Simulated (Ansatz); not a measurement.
The reference is SrHfO3 (space group Imma, No. 74; a cell from a computed database, its experimental status unchecked).

```xyz
10
Lattice="-2.8840 4.0493 2.8927 2.8840 -4.0493 2.8927 2.8840 4.0493 -2.8927" Properties=species:S:1:pos:R:3 pbc="T T T"
Sr     2.8840     2.0247    -0.0597
Sr     0.0000     2.0247     2.9524
Hf     0.0000     0.0000     0.0000
Hf     0.0000     4.0493     0.0000
O      1.4420     4.4078     1.4464
O      1.4420    -0.3585     1.4464
O      1.4420     3.6908    -1.4464
O     -1.4420     4.4078     1.4464
O      2.8840     2.0247     2.4252
O      0.0000     2.0247     0.4676
```

Calculations: PBEsol in Ansatz (plane waves to 420 eV, PAW, no spin-orbit coupling).

Before the change:

The valence-band top at Γ is 0.00, -0.06, -0.16 eV and the pressure comes out as 0.0 kbar. The band gap is 4.00 eV.

Modification: every lattice vector is shortened by 0.81 %; the atoms relax in the strained cell.

Q: Estimate the effect on the largest internal atomic displacement, energy relative to the base, valence-band top at Γ, pressure and band gap.

A: The largest internal atomic displacement is 0.016 Å; the energy goes up by 4.2 meV/atom; the valence-band top at Γ (three highest levels, from the VBM) becomes 0.00, -0.07, -0.17 eV (base: 0.00, -0.06, -0.16 eV); the pressure (mean of the normal stresses, compression positive) goes from zero to 42.5 kbar; the band gap goes up by 0.02 eV (4.00 eV → 4.02 eV).

Spin-orbit coupling, missing from the scalar runs, can matter with Hf. Stability against distortions was not tested.

Ansatz is a quantum-chemistry and plane-wave program.
